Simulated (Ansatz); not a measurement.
**GaBi (F-43m, No. 216, 2 atoms in the cell; start mp-1018126)**

Calculation: PBEsol (Ansatz, a first-principles code, plane waves, PAW).

Settings: plane-wave cutoff 500 eV, 16×16×16 k mesh, Fermi–Dirac smearing 0.1 eV, scalar-relativistic PAW data made under PBE.

Cell (relaxed at this level):

```yaml
crystal:
  lattice:
    - [0.00000, 3.16630, 3.16630]
    - [3.16630, 0.00000, 3.16630]
    - [3.16630, 3.16630, 0.00000]
  atoms:
    - { symbol: Ga, position: [0.25000, 0.25000, 0.25000] }
    - { symbol: Bi, position: [0.00000, 0.00000, 0.00000] }
```

```json
{
  "band_gap": "none"
}
```

Note: the relaxation could not lower the start's symmetry, so the cell can be a saddle point above a distorted one.

Spin–orbit coupling is not included; it can shift volumes and moduli of such heavy elements.

The computed numbers hold no vibrational or temperature effects.

A start named mp-… is a Materials Project structure, which need not be a measured phase.
